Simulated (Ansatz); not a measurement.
CH3 on the 1x1 (0001) surface of hcp Ru, one in a 2x2 cell: adsorption energies (eV for each) against CH4(g) − ½ H2(g) in Ansatz (plane waves, PAW). Structures relaxed with PBE; the other functionals are single points on them, with slab and gas at the same level. No dispersion, zero-point or thermal terms. Rows are starts at which the adsorbate stayed; left out, since it moved away, changed or didn't bind there, or the run didn't converge: bridge Ru-Ru (span 2.7 Å).

Model: 20-atom slab, 6.3 Å thick at the start under the adsorbate (thin: gaps and levels are the slab's own), 6x6x1 mesh, Fermi-Dirac 0.1 eV, dipole correction, 8 atoms held, the rest relaxed; each run with such symmetry as its start has; spin where the adsorbate may keep a moment, no spin-orbit, no U, no dispersion correction.

| site | PBE | RPBE | r2SCAN |
|---|---|---|---|
| top Ru | 0.78 | 0.94 | 0.66 |
| hollow Ru-Ru-Ru | 0.35 | 0.68 | 0.19 |
| hollow Ru-Ru-Ru over Ru at depth 2.1 Å | 0.38 | 0.71 | 0.23 |

RPBE moves the energies by 0.27 eV on average against PBE and puts 'hollow Ru-Ru-Ru' lowest, as PBE does. r2SCAN moves the energies by -0.15 eV on average against PBE and puts 'hollow Ru-Ru-Ru' lowest, as PBE does.

Ansatz is a first-principles code.
